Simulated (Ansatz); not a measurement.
**A computed series for hypothetical rock salt BeS: pressure series**

Consider BeS in the rock salt structure (space group Fm-3m, No. 225; a = 4.590 Å; a hypothetical phase, not in the database extracts checked).

Cell and atoms are relaxed at each pressure.

Method: Ansatz (a first-principles code) PBEsol, no SOC.

| pressure (GPa) | volume per atom (Å³/atom) |
|---|---|
| -2 | 12.308 |
| 0 | 12.088 |
| 0.3 | 12.055 |
| 0.7 | ? |
| 1.5 | 11.932 |
| 3 | 11.787 |
| 5 | 11.605 |
| 7.5 | 11.395 |
| 10 | 11.201 |

Task: Fit the third-order Birch–Murnaghan form P(V) = (3B₀/2)[(V₀/V)^(7/3) − (V₀/V)^(5/3)]·[1 + (3/4)(B₀′ − 4)((V₀/V)^(2/3) − 1)] (squares taken in P) to the rows shown and predict the withheld row.

Result: Least squares on the printed values gives V₀ = 12.087 Å³/atom, B₀ = 114 GPa, B₀′ = 3.8; this predicts 12.014 Å³/atom, and the run gives 12.014 Å³/atom, in agreement.

Load acts through the strain it causes; cell and atoms are relaxed under it. No phonon test of stability was made. Competing high-pressure phases were not computed.
